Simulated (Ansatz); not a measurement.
## Competing hops of Os-vacancy pair in fcc Al, neutral cell

Consider Os-vacancy pair (Os on one host Al site, one Al site vacant) in fcc Al, neutral cell. The numbers are results of PBE, PAW (plane waves to 420 eV; Ansatz, an electronic-structure program), not measurements.

Settings: 32 host sites, the relaxed PBE lattice, a 3×3×3 k-point mesh shifted by half a step, smearing 0.10 eV, spin-restricted, no image-charge correction. No zero-point or tunnelling terms. Spin-orbit coupling is left out. Forms of the defect that were not tried may lie lower.

Barriers: single points on a 5×5×5 k-point mesh shifted by half a step at the bands' geometries (they differ from the bands' own by up to 0.08 eV, and are uncertain by about as much).

| Route | Start site over the lowest site run (eV) | Hop (Å) | Forward barrier (eV) | Backward barrier (eV) | Neighbours at the start | Neighbours at the saddle | Saddle order | Forward, on the band's own sampling (eV) |
|---|---|---|---|---|---|---|---|---|
| direct exchange of Os with the vacancy (Os-vacancy distance between ideal sites 2.86 Å throughout) | 0.00 | 3.24 | 2.03 | 2.03 | Al at 2.64, 4 Al at 2.71, 4 Al at 2.77, 2 Al at 2.78 Å | 4 Al at 2.54, 2 Al at 2.79, 2 Al at 2.79 Å | not checked, on a symmetry element | 2.11 |

Paths come from climbing-image nudged elastic band runs.  A band can be held on a symmetry element, so unchecked saddle points there may be too high.
